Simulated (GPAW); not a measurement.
A band-structure calculation of AlFe₃C (Pm-3m, 5 atoms in the cell) with GPAW.

Method of the run: LDA (Perdew-Wang 92), GPAW PAW datasets LDA (gpaw-data 1.0.1) (plane waves; GPAW).

```xyz
5
Lattice="3.7898 0.0000 0.0000 0.0000 3.7898 0.0000 0.0000 0.0000 3.7898" Properties=species:S:1:pos:R:3 pbc="T T T"
Al     0.0000     0.0000     0.0000
Fe     0.0000     1.8949     1.8949
Fe     1.8949     0.0000     1.8949
Fe     1.8949     1.8949     0.0000
C      1.8949     1.8949     1.8949
```
Moments meant for the start (each program seeds them in its own way; μB, in the order of the atoms Al Fe Fe Fe C): 0.0 4.0 4.0 4.0 0.0.

Reference input (self-consistent single point, DFT LDA (Perdew-Wang 92), plane waves, GPAW PAW datasets LDA (gpaw-data 1.0.1)): spinpol = true; mode = pw; ecut = 950 eV; xc = LDA; kpts = 7 7 7; mesh shift (steps) = 0 0 0; occupations.name = fermi-dirac; occupations.width = 0.1 eV; nbands = -9; convergence.density = 1e-05 e/electron; convergence.energy = 1e-05 eV/electron; symmetry.symmorphic = false. This run's input differs from it in these lines:

```diff
@@ -1,2 +1,3 @@
 from ase import Atoms
+from ase.dft.bandgap import bandgap
 from ase.units import GPa
@@ -38 +39,8 @@
 
+path = atoms.cell.bandpath(npoints=40)
+nscf = calc.fixed_density(kpts=path, symmetry='off', nbands=31, convergence={'bands': 26}, eigensolver={'name': 'davidson', 'niter': 3})
+bs = nscf.band_structure()
+print('Path:', path.path)
+bandgap(nscf)
+bandgap(nscf, direct=True)
+
```

Log, with long lists cut:

```
     iter     time        total  log10-change:  magmom
                         energy   eigst   dens
iter:   1 --:--:--   -45.145148                   +12.0250
iter:   2 --:--:--   -46.090925   -0.24  -1.14    +8.6119
iter:   3 --:--:--   -45.743269   -1.07  -1.23    +5.5696
iter:   4 --:--:--   -45.894491   -1.42  -1.53    +3.9493
iter:   5 --:--:--   -45.977143   -1.79  -1.64    +3.1533
   [... 2 lines left out ...]
iter:   8 --:--:--   -45.997901   -2.96  -2.17    +2.5871
iter:   9 --:--:--   -45.995997   -3.43  -2.29    +2.5690
iter:  10 --:--:--   -45.996328   -3.26  -2.43    +2.5618
   [... lines left out ...]
iter:  24 --:--:--   -45.996342c  -7.27  -4.32    +2.6047
iter:  25 --:--:--   -45.996360c  -7.40c -4.29    +2.6051
iter:  26 --:--:--   -45.996348c  -7.70c -4.17    +2.6045
iter:  27 --:--:--   -45.996335c  -7.44c -4.26    +2.6050
iter:  28 --:--:--   -45.996317c  -7.74c -4.40    +2.6048
iter:  29 --:--:--   -45.996330c  -7.31  -4.46    +2.6054
iter:  30 --:--:--   -45.996293c  -7.84c -4.57    +2.6039
iter:  31 --:--:--   -45.996284c  -7.72c -4.71    +2.6026
iter:  32 --:--:--   -45.996293c  -8.53c -4.75    +2.6032
iter:  33 --:--:--   -45.996292c  -8.59c -4.97    +2.6035
iter:  34 --:--:--   -45.996290c  -9.06c -5.40c   +2.6033
Converged after 34 iterations.

Dipole moment: (-0.000000, -0.000000, -0.000000) |e|*Ang

Total magnetic moment: (0.000000, 0.000000, 2.603316)
Local magnetic moments:
   0 Al ( 0.000000,  0.000000, -0.044215)
   1 Fe ( 0.000000,  0.000000,  0.918985)
   2 Fe ( 0.000000,  0.000000,  0.918985)
   3 Fe ( 0.000000,  0.000000,  0.918985)
   4 C  ( 0.000000,  0.000000, -0.045548)

   [... lines left out ...]
Free energy:    -46.088674
Fermi level: 9.38680
No gap
Initial magnetic moment: 12.000000
Occupation numbers: Fermi-Dirac:
Atomic positions and initial magnetic moments
   [... lines left out ...]
iter:  98 --:--:--   -44.796902c  -2.53       c   +2.6033
iter:  99 --:--:--   -44.796902c  -2.47       c   +2.6033
iter: 100 --:--:--   -44.796902c  -2.55       c   +2.6033

Did not converge!

Here are some tips:

1) Make sure the geometry and spin-state is physically sound.
2) Use less aggressive density mixing.
3) Solve the eigenvalue problem more accurately at each scf-step.
4) Use a smoother distribution function for the occupation numbers.
5) Try adding more empty states.
6) Use enough k-points.
7) Don't let your structure optimization algorithm take too large steps.
8) Solve the Poisson equation more accurately.
9) Better initial guess for the wave functions.

See details here:

    https://gpaw.readthedocs.io/documentation/convergence.html

Traceback (most recent call last):
   [... frames left out ...]
gpaw.KohnShamConvergenceError: Did not converge!  See text output for help.
```

The run ended unconverged in one of its stages. GPAW prints stress with tension positive. 

At such cutoffs GPAW's stress carries a finite-basis (Pulay) error, which enters relaxed cells too; its log prints stress with tension positive.

The starting cell comes from a database of computed structures (which also holds hypothetical and non-ambient phases and stackings), without a prior relaxation at this level.

Cost on one core of a shared machine: roughly 10 min.
